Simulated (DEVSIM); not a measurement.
Structure: abrupt Si n-p junction, at 400 K.

| layer (left to right) | material | thickness (μm) | Nd (cm⁻³) | Na (cm⁻³) | τn (s) | τp (s) |
|---|---|---|---|---|---|---|
| 1 | Si | 77.0 | 4.3e17 | - | 1.6e-5 | 1.6e-5 |
| 2 | Si | 0.370 | - | 1.5e15 | 1.6e-5 | 1.6e-5 |

Left contact: ohmic. Right contact: ohmic. Voltage is applied to the left contact. Recombination: SRH at mid-gap, radiative. Mobility is constant in doping.

This is a model device: material constants are rounded textbook-type values typed into the input, and sizes, dopings and lifetimes were drawn at random. Values at 300 K; Nc and Nv go as T^1.5, mobilities as T to minus their exponent, the gap by Varshni's rule with the affinity fixed.

| parameter | Si |
|---|---|
| gap (eV) | 1.124 |
| affinity (eV) | 4.05 |
| permittivity | 11.7 |
| Nc (cm⁻³) | 2.86e19 |
| Nv (cm⁻³) | 3.1e19 |
| μn (cm²/Vs) | 1417 |
| μp (cm²/Vs) | 470 |
| T exponent of μn | 2.3 |
| T exponent of μp | 2.2 |
| B (cm³/s) | 4.7e-15 |
| Varshni α (eV/K) | 0.000473 |
| Varshni β (K) | 636 |

DEVSIM, 1D drift-diffusion, Boltzmann statistics, complete ionisation; no tunnelling, impact ionisation, image-force lowering or self-heating.

The thickness of layer 1 was swept, all else fixed.

```json
[
 {"thickness of layer 1 (μm)": "15", "dark forward voltage at 100 A/cm² (V)": "0.344"},
 {"thickness of layer 1 (μm)": "27", "dark forward voltage at 100 A/cm² (V)": "0.346"},
 {"thickness of layer 1 (μm)": "46", "dark forward voltage at 100 A/cm² (V)": "0.349"},
 {"thickness of layer 1 (μm)": "77", "dark forward voltage at 100 A/cm² (V)": "?"},
 {"thickness of layer 1 (μm)": "130", "dark forward voltage at 100 A/cm² (V)": "0.368"},
 {"thickness of layer 1 (μm)": "230", "dark forward voltage at 100 A/cm² (V)": "0.387"},
 {"thickness of layer 1 (μm)": "380", "dark forward voltage at 100 A/cm² (V)": "0.417"}
]
```

Question: What belongs in the gaps?

Answer: 
- 77, dark forward voltage at 100 A/cm² (V): 0.356
